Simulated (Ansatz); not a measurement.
Defect: interstitial Li in monoclinic ZrO2 strained by +1.5 % along x and y, z held, charge state +1. The step: one Li atom jumps by itself; the atom moves 3.20 Å along (0.00, 0.33, -0.50) of the unit cell; the moving atom starts with neighbours 2 O at 1.83, O at 2.00, O at 2.05 Å and ends with 2 O at 1.83, O at 2.00, O at 2.05 Å. DFT values are from Ansatz (plane-wave PAW, 420 eV unless said) in a cell of 96 host sites, spin-restricted, static, with no finite-size correction. The charge state is imposed; whether it is stable for some Fermi level was not computed. Sites that were not tried may lie lower. For the PBE band: the saddle point's order was not checked.

```csv
Level,Forward barrier (eV),Cost of the band or of the saddle's single point
"PBE, the Γ point alone, band relaxed",0.96,about 28 core-minutes (a rough figure)
"PBE, a 2×2×2 k-point mesh shifted by half a step, same geometries",0.96,roughly 9 core-minutes
```

Ansatz is an electronic-structure program.
